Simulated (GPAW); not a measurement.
What each level gives and costs: In2CuAgS4 (I-4, 8 atoms in the cell)

Cell: a = 7.0001 Å, b = 7.0001 Å, c = 7.0001 Å, α = 131.59°, β = 131.59°, γ = 70.88°.

Program: GPAW, GPAW PAW datasets PBEsol (made by gpaw-setup); each row names its functional.

Base settings: mode = pw; ecut = 850 eV; xc = PBEsol; kpts = 3 3 3; mesh shift (steps) = 0 0 0; occupations.name = methfessel-paxton; occupations.width = 0.272 eV; occupations.order = 0; nbands = -4; convergence.bands = -2.

Differences are taken from r2SCAN (potentials: GPAW PAW datasets PBE (gpaw-data 1.0.1)), a reference of convenience: it is no measurement, and no ranking of the functionals follows. Where a row names another cutoff or potentials, its difference holds that change too.

Core times come from one kind of shared machine and are given to one figure; runs under 30 s give none.

The starting cell comes from a database of computed structures (which also holds hypothetical and non-ambient phases and stackings), without a prior relaxation at this level. Spin polarisation is off. In the base run, with a pressure of about -3 GPa the cell is away from its equilibrium volume at this level. The run gives no clean gap (levels at the Fermi energy touch, overlap or are partly filled at this smearing), which alone does not show that the compound is a metal. Without a gap this mesh is coarse (it stands for a supercell whose shortest vector is 17 Å).

The runs (level): LDA (Perdew-Wang 92) (potentials: GPAW PAW datasets LDA (gpaw-data 1.0.1)) | BLYP (potentials: GPAW PAW datasets BLYP (made by gpaw-setup)) | vdW-DF2 (potentials: GPAW PAW datasets PBE (gpaw-data 1.0.1)) | vdW-DF-cx (potentials: GPAW PAW datasets PBE (gpaw-data 1.0.1)) | PBEsol | r2SCAN (potentials: GPAW PAW datasets PBE (gpaw-data 1.0.1)).

**Question.** Which is the cheapest choice that gives the pressure within 0.2 GPa of r2SCAN (potentials: GPAW PAW datasets PBE (gpaw-data 1.0.1)), and what does it save?

**Answer.** vdW-DF-cx (potentials: GPAW PAW datasets PBE (gpaw-data 1.0.1)), off by 0.17 GPa; it needs about 0.5 of the reference's time.

| level | pressure less reference (GPa) | largest difference in the force on any atom (eV/Å) | core time / reference (rough) |
|---|---|---|---|
| LDA (Perdew-Wang 92) (potentials: GPAW PAW datasets LDA (gpaw-data 1.0.1)) | -3.54 | 0.278 | 0.3 |
| BLYP (potentials: GPAW PAW datasets BLYP (made by gpaw-setup)) | 5.32 | 0.174 | 0.3 |
| vdW-DF2 (potentials: GPAW PAW datasets PBE (gpaw-data 1.0.1)) | 7.35 | 0.103 | 0.6 |
| vdW-DF-cx (potentials: GPAW PAW datasets PBE (gpaw-data 1.0.1)) | 0.17 | 0.174 | 0.5 |
| PBEsol | -1.37 | 0.226 | 0.4 |
| r2SCAN (potentials: GPAW PAW datasets PBE (gpaw-data 1.0.1)) | 0.00 | 0.000 | 1 |

Left out of this page: 3 runs of the series held back from this collection.
